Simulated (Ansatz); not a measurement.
Take Mg in the hcp (Mg type) structure (space group P6_3/mmc, No. 194; a = 3.195 Å, c = 5.197 Å; relaxed with 0.1 eV smearing) as the base. Axes: x lies along a and z along c of the hexagonal cell.

Calculations: PBE in Ansatz (plane waves to 420 eV, PAW, no spin-orbit coupling).

Perturbation: uniaxial strain ε_zz = +1.00 %, all other strain components held at zero; the atoms relax in the strained cell.

Question: Predict the stress tensor and what it implies for the stiffness.

Answer: Stress of the strained cell less that of the base (GPa, compression positive):
```
   -0.2     0.0     0.0
    0.0    -0.2     0.0
    0.0     0.0    -0.6
```

Then −Δσ_ii/ε with ε = 0.0100 gives relaxed-ion elastic constants: C33 ≈ 65 GPa.

Whether these cells are dynamically stable was not tested.

Ansatz is a first-principles code.
